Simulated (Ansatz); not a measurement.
We consider SrAlO2F (model structure, started from the SrVO2H type, P4/mmm, No. 123, 5 atoms in the cell), described by PBEsol (Ansatz, an electronic-structure program, plane waves, PAW).

Numerical settings: plane-wave cutoff 520 eV, 10×10×10 k mesh, Fermi–Dirac smearing 0.01 eV, scalar-relativistic PAW data made under PBE.

Cell (relaxed with PBEsol):

Space group P4/mmm (No. 123); a = b = 3.776 Å, c = 3.813 Å, α = β = γ = 90.00°

```csv
atom,site,symmetry,x,y,z
Sr,1d,4/mmm,0.5000,0.5000,0.5000
Al,1a,4/mmm,0.0000,0.0000,0.0000
O,2f,mmm.,0.0000,0.5000,0.0000
F,1b,4/mmm,0.0000,0.0000,0.5000
```

What does this level give for the band gap, smallest direct gap on the k points sampled and direct gap at Γ?


* **band gap**: 3.53 eV
* **smallest direct gap on the k points sampled**: 4.40 eV
* **direct gap at Γ**: 4.42 eV

Note: the relaxation could raise the start's symmetry but not lower it, so the cell can be a saddle point.

Spin–orbit coupling is not included.

The computed numbers hold no vibrational or temperature effects.

Cost on a shared machine: very roughly 24 core-seconds.

A model structure was made by putting elements into a prototype or built by hand; it is no filed structure, need not be a known phase, and can be a saddle point held by its symmetry.
